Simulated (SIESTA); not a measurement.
## A self-consistent single point of Mg₂Cu (Ibam, 6 atoms in the cell) with SIESTA

Computed with GGA PBEsol, numerical atomic orbitals DZP, PseudoDojo PBEsol standard norm-conserving potentials (rewritten from UPF to PSML) run with SIESTA.

The input file:

```
# files in the folder: Mg.psml Cu.psml (PseudoDojo PBEsol standard)
SystemName  Mg2Cu
SystemLabel siesta

NumberOfAtoms                6
NumberOfSpecies              2
%block ChemicalSpeciesLabel
  1 12 Mg
  2 29 Cu
%endblock ChemicalSpeciesLabel
LatticeConstant              5.214666 Ang
%block LatticeVectors
    -0.612746818    0.613935773    0.497618639
     0.612746818   -0.613935773    0.497618639
     0.612746818    0.613935773   -0.497618639
%endblock LatticeVectors
AtomicCoordinatesFormat      Ang
%block AtomicCoordinatesAndAtomicSpecies
     2.122362239    1.075373773    2.594915000  1
     1.072907761    2.126096227    0.000000000  1
    -1.072907761    2.126096227    2.594915000  1
     4.268177761    1.075373773   -0.000000000  1
     0.000000000   -0.000000000    3.892372500  2
     0.000000000    0.000000000    1.297457500  2
%endblock AtomicCoordinatesAndAtomicSpecies

XC.functional                GGA
XC.authors                   PBEsol
PAO.BasisSize                DZP
PAO.EnergyShift              0.005 Ry
MeshCutoff                   400 Ry
%block kgrid.MonkhorstPack
    5   0   0  0.0
    0   5   0  0.0
    0   0   5  0.0
%endblock kgrid.MonkhorstPack
OccupationFunction           FD
ElectronicTemperature        0.1 eV

MaxSCFIterations             150
SCF.Mixer.Method             Pulay
SCF.Mixer.Weight             0.25
SCF.Mixer.History            8
SCF.DM.Tolerance             1.0E-04
Diag.ParallelOverK           true
WriteForces                  true
Charge.Mulliken              end
```

Log, with long lists cut:

```
reinit: Reading from file input.fdf

reinit: System Name: Mg2Cu
reinit: System Label: siesta

coor:   Atomic-coordinates input format  =     Cartesian coordinates
coor:                                          (in Angstroms)

siesta: Atomic coordinates (Bohr) and species
siesta:      4.01068   2.03216   4.90368  1        1
siesta:      2.02750   4.01774   0.00000  1        2
siesta:     -2.02750   4.01774   4.90368  1        3
siesta:      8.06569   2.03216  -0.00000  1        4
siesta:      0.00000  -0.00000   7.35552  2        5
siesta:      0.00000   0.00000   2.45184  2        6

siesta: System type = bulk

initatomlists: Number of atoms, orbitals, and projectors:      6    74    68

siesta: ******************** Simulation parameters ****************************
redata: Spin configuration                          = none
redata: Time-Reversal Symmetry                      = T
redata: Number of Atomic Species                    =        2
redata: Mesh Cutoff                                 =   400.0000 Ry
redata: Net charge of the system                    =     0.0000 |e|
redata: Min. number of SCF Iter                     =        0
redata: Max. number of SCF Iter                     =      150
redata: SCF convergence failure will abort job
redata: SCF mix quantity                            = Hamiltonian
redata: Mix DM or H after convergence               =   F
redata: Recompute H after scf cycle                 =   F
redata: Mix DM in first SCF step                    =   T
redata: No kicks to SCF
redata: DM Mixing Weight for Kicks                  =     0.5000
redata: Require Harris convergence for SCF          =   F
redata: Harris energy tolerance for SCF             =     0.000100 eV
redata: Require DM convergence for SCF              =   T
redata: DM tolerance for SCF                        =     0.000100
redata: Require EDM convergence for SCF             =   F
   [... lines left out ...]
diag: Parallel distribution                         =     1 x     1
diag: Used triangular part                          = Lower
diag: Absolute tolerance                            =  0.100E-15
diag: Orthogonalization factor                      =  0.100E-05
diag: Memory factor                                 =  1.0000

superc: Internal auxiliary supercell:     5 x     5 x     5  =     125
superc: Number of atoms, orbitals, and projectors:    750   9250   8500

                        Single-point calculation

superc: Internal auxiliary supercell:     5 x     5 x     5  =     125
superc: Number of atoms, orbitals, and projectors:    750   9250   8500

outcell: Unit cell vectors (Ang):
       -3.195270    3.201470    2.594915
        3.195270   -3.201470    2.594915
        3.195270    3.201470   -2.594915

outcell: Cell vector modules (Ang)   :    5.214666    5.214666    5.214666
outcell: Cell angles (23,13,12) (deg):    104.4232    104.2507    120.3149
outcell: Cell volume (Ang**3)        :    106.1794
new_DM -- step:     1
Initializing Density Matrix...

Attempting to read DM from file... Failed...
DM filled with atomic data:

InitMesh: MESH = 60 x 60 x 72 = 259200
InitMesh: Mesh cutoff (required, used) =   400.000   486.316 Ry

stepf: Fermi-Dirac step function
        iscf     Eharris(eV)        E_KS(eV)     FreeEng(eV)     dDmax    Ef(eV) dHmax(eV)
   scf:    1   -16145.406654   -16567.902284   -16568.171387  4.936708 -0.318121 71.527832
   scf:    2   -16611.024675   -16736.931446   -16736.997409  4.293650 -3.739551 30.069216
   scf:    3   -16767.639939   -16753.754764   -16753.802944  0.376155 -3.458212 16.519622
   scf:    4   -16667.460005   -16735.996645   -16736.111775  1.771716 -2.410218 26.839888
   scf:    5   -16759.474141   -16761.641386   -16761.700617  1.346628 -3.284999  3.945995
   scf:    6   -16757.300789   -16759.747550   -16759.805922  0.183104 -3.382476  8.935448
   [... 7 lines left out ...]
   scf:   14   -16762.161543   -16762.161533   -16762.220139  0.000373 -3.245842  0.017339
   scf:   15   -16762.161524   -16762.161537   -16762.220146  0.000962 -3.245446  0.008441
   scf:   16   -16762.161541   -16762.161539   -16762.220148  0.000144 -3.245511  0.004536
   scf:   17   -16762.161541   -16762.161541   -16762.220149  0.000148 -3.245578  0.000509
   scf:   18   -16762.161541   -16762.161541   -16762.220149  0.000019 -3.245586  0.000001
SCF Convergence by DM+H criterion
max |DM_out - DM_in|         :     0.0000188087
max |H_out - H_in|      (eV) :     0.0000008512
SCF cycle converged after 18 iterations

Using DM_out to compute the final energy and forces

siesta: E_KS(eV) =           -16762.1615

siesta: E_KS - E_eggbox =    -16762.1615

siesta: Atomic forces (eV/Ang):
     1   -0.003601    0.008256   -0.000053
     2    0.003601   -0.008256    0.000052
     3   -0.006106   -0.010746    0.001008
     4    0.006106    0.010746   -0.001008
     5   -0.000193    0.000258   -0.000022
     6    0.000193   -0.000258    0.000022
   Tot   -0.000000   -0.000000    0.000000
   Max    0.010746
   Res    0.005110    sqrt( Sum f_i^2 / 3N )
   Max    0.010746    constrained

Stress tensor Voigt[x,y,z,yz,xz,xy] (kbar):      -18.85      -18.90      -14.41        0.10        0.09        0.44
(Free)E + p*V (eV/cell)   -16761.0679
Target enthalpy (eV/cell)   -16762.2201

siesta: Program's energy decomposition (eV):
siesta: Ebs     =     -3293.686798
siesta: Eions   =     20532.170820
siesta: Ena     =      1153.749667
siesta: Ekin    =      8384.083855
siesta: Enl     =     -3769.279352
siesta: Eso     =         0.000000
siesta: Edftu   =         0.000000
siesta: DEna    =        99.402685
siesta: DUscf   =         4.283079
siesta: DUext   =         0.000000
siesta: Ex      =     -1981.245656
siesta: Ec      =      -120.984999
siesta: Exc     =     -2102.230655
siesta: Eharris =    -16762.161541
siesta: Etot    =    -16762.161541
siesta: FreeEng =    -16762.220149

siesta: Stress tensor (static) (eV/Ang**3):
siesta:    -0.011765    0.000277    0.000055
siesta:     0.000277   -0.011799    0.000063
siesta:     0.000055    0.000063   -0.008993

siesta: Cell volume =        106.179366 Ang**3

siesta: Pressure (static):
siesta:                Solid            Molecule  Units
siesta:           0.00011820          0.00011781  Ry/Bohr**3
siesta:           0.01085229          0.01081685  eV/Ang**3
siesta:          17.38728757         17.33050698  kBar

mulliken: Atomic and Orbital Populations:

Species: Mg
Atom  Qatom  Qorb
               2s      3s      3s      2py     2pz     2px     3py     3pz
               3px
   1  9.736   1.992   1.542  -0.550   2.018   2.017   2.018   0.226   0.248
              0.226
   2  9.736   1.992   1.542  -0.550   2.018   2.017   2.018   0.226   0.248
   [... 5 lines left out ...]

Species: Cu
Atom  Qatom  Qorb
               3s      4s      4s      3py     3pz     3px     4py     4pz
               4px     3dxy    3dyz    3dz2    3dxz    3dx2-y2 3dxy    3dyz
               3dz2    3dxz    3dx2-y2
   5 19.527   1.970   1.266  -0.539   2.005   2.004   2.005   0.415   0.382
              0.414   1.859   1.863   1.796   1.863   1.860   0.061   0.069

              0.095   0.069   0.069
   6 19.527   1.970   1.266  -0.539   2.005   2.004   2.005   0.415   0.382
              0.414   1.859   1.863   1.796   1.863   1.860   0.061   0.069

              0.095   0.069   0.069

mulliken: Qtot =       78.000

Mulliken Atomic Populations:
Atom #   charge [q] valence [e]  Species
     1     0.263550    9.736450  Mg
     2     0.263550    9.736450  Mg
     3     0.263545    9.736455  Mg
     4     0.263545    9.736455  Mg
     5    -0.527095   19.527095  Cu
     6    -0.527095   19.527095  Cu
 Total     0.000000
```

The run converged in 18 iterations.

The starting cell comes from a database of computed structures (which also holds hypothetical and non-ambient phases and stackings), without a prior relaxation at this level. Spin polarisation is off. Values carry the incompleteness of an atom-centred basis.

Cost on one core of a shared machine: roughly 50 s.
